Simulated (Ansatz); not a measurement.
Results of PBE (PAW; Ansatz, a program for electronic structure) for LaN (model structure, started from the zincblende type, F-43m, No. 216, 2 atoms in the cell).

Numerical settings: plane-wave cutoff 520 eV, 10×10×10 k mesh, Fermi–Dirac smearing 0.01 eV, scalar-relativistic PAW data made under PBE.

Cell (relaxed at this level):

```yaml
crystal:
  lattice:
    - [0.00000, 2.80643, 2.80643]
    - [2.80643, 0.00000, 2.80643]
    - [2.80643, 2.80643, 0.00000]
  atoms:
    - { symbol: N, position: [0.75000, 0.75000, 0.75000] }
    - { symbol: La, position: [0.00000, 0.00000, 0.00000] }
```

**Question.** What does this level give for the band gap, Γ–Γ gap and bulk modulus?

**Answer.** 
band gap: 1.17 eV (on the SCF k mesh)
Γ–Γ gap: 3.10 eV
bulk modulus: 86.3 GPa

Note: the bulk modulus is −V dP/dV from two relaxed cells at ±2 % in volume; the relaxation could raise the start's symmetry but not lower it, so the cell can be a saddle point.

Spin–orbit coupling is not included.

The computed numbers hold no vibrational or temperature effects.

It cost very roughly 8 core-seconds of CPU time.

A model structure was made by putting elements into a prototype or built by hand; it is no filed structure, need not be a known phase, and can be a saddle point held by its symmetry.
